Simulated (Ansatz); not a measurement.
The reference is SiC in the zinc blende structure (space group F-43m, No. 216; a = 4.3563 Å).

Method: Kohn–Sham DFT with the r2SCAN functional, run in Ansatz (a first-principles code) with PAW and 500 eV plane waves, without spin-orbit coupling.

Before the change:

| Property | Value |
|---|---|
| Pressure | 0.00 GPa |

One thing is altered: the cell is scaled by 0.9876 in all directions; the atoms relax in the strained cell.

Q: What happens to the pressure?

A: The pressure goes from zero to 9.15 GPa.

Q: How does this affect the energy relative to the base?

A: The energy goes up by 11 meV/atom.

Stability against distortions was not tested.
